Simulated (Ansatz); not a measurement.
Consider SrTiO₃ in the cubic perovskite structure (space group Pm-3m, No. 221; a = 3.854 Å). Axes: x, y, z lie along the cube axes.

The values are results of LDA (Ansatz, a program for electronic structure), without spin-orbit coupling, not measurements.

Strains are applied to the cell and any free atomic positions relax; under biaxial strain the out-of-plane vector relaxes too.

One change was made to it. Results:

The energy increases by 19 meV/atom; the volume per atom falls by 0.37 Å³ to 11.08 Å³; the pressure (mean of the normal stresses, compression positive) goes from zero to 7.18 GPa; the band gap decreases by 0.05 eV, from 1.85 eV to 1.80 eV.

### Question
Which change produced these results?
(A) biaxial strain −1.00 %, plane normal [111], relaxed out of plane
(B) biaxial strain −2.00 %, plane normal [111], relaxed out of plane
(C) biaxial strain −0.50 %, plane normal [111], relaxed out of plane
(D) biaxial strain −2.50 %, plane normal [111], relaxed out of plane

### Answer
D, biaxial strain −2.50 %, plane normal [111], relaxed out of plane. For comparison, the energy relative to the base in the other runs: biaxial strain −2.00 %, plane normal [111], relaxed out of plane gives +12 meV/atom; biaxial strain −1.00 %, plane normal [111], relaxed out of plane gives +2.9 meV/atom; biaxial strain −0.50 %, plane normal [111], relaxed out of plane gives +0.7 meV/atom.

No phonon test of stability was made. The final runs are not spin-polarised. Many cubic perovskites are stable only at high temperature; tilts and polar distortions were not tested.
